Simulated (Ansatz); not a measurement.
Base system: K₂S in the anti-fluorite structure (space group Fm-3m, No. 225; a = 7.336 Å). Axes: x, y, z lie along the cube axes.

The values are results of plane-wave PAW DFT at the PBEsol level (Ansatz, a program for electronic structure, 420 eV), no spin-orbit coupling, not measurements.

Before the change:

| Quantity | Value |
|---|---|
| Pressure | 0.01 GPa |

Perturbation: a pure shear with ε_xy = ε_yx = 0.0200, atoms relaxed at fixed cell.

**Question.** What does the calculation give for the largest internal atomic displacement after the change?

**Answer.** The largest internal atomic displacement is 0.025 Å.

**Question.** Predict the new pressure.

**Answer.** The pressure (mean of the normal stresses, compression positive) stays essentially unchanged (0.01 GPa against 0.02 GPa).

The cells carry an imposed strain or load. Stability against distortions was not tested.
